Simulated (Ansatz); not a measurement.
## TiO2: energy against strain

TiO2 (anatase, I4_1/amd, 11.666 Å³/atom and stress up to 0.01 GPa in the relaxed cell, c along z) under a strain ε along c (axis z), the other axes held. PBE in Ansatz, a plane-wave DFT program (PAW, default set), 420 eV, 12×12×12 Γ-centred mesh, Fermi-Dirac smearing 0.05 eV; ions are relaxed, or left where forces stay under 0.02 eV/Å, within the symmetry of each cell.

Here s stands for strain and y for E less E0.

```
strain (%)  E less E0 (meV/atom)
----------  --------------------
-3.00                          ?
-1.20                       1.01
-0.60                       0.25
0.00                        0.00
0.60                        0.25
1.20                        0.98
```

Using a parabola, estimate the missing y at s = -3.00 from the other rows, showing the fit.

Least squares gives y = 0.001 - 0.0100·s + 0.6905·s². Residuals (row less fit): 0.003, -0.006, -0.001, 0.006, -0.003; standard error 0.007 (degrees of freedom: 2). Twice the quadratic coefficient over the volume, 2 × 0.6905 meV × 10⁴ × 0.1602 / 11.666 Å³, is the elastic constant C33 = 190 ± 1 GPa (± standard error of the fit, which holds the terms cut off). At the withheld row, y = 0.001 - 0.0100 × (-3.0) + 0.6905 × (-3.0)² = 6.245 meV/atom. The calculation gives 6.35 meV/atom, 0.105 meV/atom above the prediction (1.7 % of the range of y in the table). The row lies outside the fitted rows, so this is an extrapolation. From the scatter of the fitted rows alone, a prediction at this place has a standard error of 0.044 meV/atom, so the miss is 2.4 times that.

A polynomial of degree 3 through the 10 other runs of the series gives 6.34 there, so most of the miss is curvature that the fit leaves out. The primitive cell can neither tilt nor turn polar against its symmetry, as such crystals can under strain. TiO2 is here one of several forms; rutile is the usual stable one. Rows are the converged runs of the series near zero and its far end; series whose fitted rows scatter by over a few per cent of the range, as at a crossing or softening among them, aren't shown in this form, nor equations of state whose B0' disagrees with the runs' pressures. Most that stay on the fit to the last digits aren't either.
